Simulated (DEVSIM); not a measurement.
Structure: illuminated Si n-on-p cell, one wavelength, at 350 K.

Layer 1 from the left is Si, thickness (μm) 0.290, Nd (cm⁻³) 9e17, τn (s) 2e-7, τp (s) 9.5e-8, absorption coefficient (cm⁻¹) 260. Layer 2 from the left is Si, thickness (μm) 54.0, Na (cm⁻³) 6.8e16, τn (s) 1.2e-6, τp (s) 1.2e-6, absorption coefficient (cm⁻¹) 260.

Left contact: ohmic, minority hole recombination velocity 100 cm/s. Right contact: ohmic, minority electron recombination velocity 10 cm/s. Voltage is applied to the left contact. Recombination: SRH at mid-gap, radiative, Auger. Gap narrowing is on: ΔEg = 6.92 meV × (l + √(l² + 0.5)), l = ln(N/1.3e17 cm⁻³), shared equally by both band edges. Light enters at the left, 1e18 photons cm⁻² s⁻¹, one pass, no reflection. Mobility is μmin + (μ − μmin)/(1 + (N/Nref)^α).

This is a model device: material constants are rounded textbook-type values typed into the input, and sizes, dopings and lifetimes were drawn at random. Values at 300 K; Nc and Nv go as T^1.5, mobilities as T to minus their exponent, the gap by Varshni's rule with the affinity fixed.

Si: gap (eV) 1.124, affinity (eV) 4.05, permittivity 11.7, Nc (cm⁻³) 2.86e19, Nv (cm⁻³) 3.1e19, μn (cm²/Vs) 1417, μp (cm²/Vs) 470, μn,min 52, μp,min 45, Nref,n 9.7e16, Nref,p 2.2e17, αn 0.68, αp 0.72, T exponent of μn 2.3, T exponent of μp 2.2, B (cm³/s) 4.7e-15, Cn (cm⁶/s) 2.8e-31, Cp (cm⁶/s) 9.9e-32, Varshni α (eV/K) 0.000473, Varshni β (K) 636.

Simulated with DEVSIM: 1D drift-diffusion, Boltzmann statistics, complete ionisation; no tunnelling, impact ionisation, image-force lowering or self-heating.

Problem. What does the simulation give for the largest field in the device at zero bias, the open-circuit voltage, the potential step across the device at zero bias, the dark forward voltage at 100 A/cm²?

Solution. largest field in the device at zero bias 120000 V/cm; open-circuit voltage 0.548 V; potential step across the device at zero bias 0.793 V; dark forward voltage at 100 A/cm² 0.828 V.
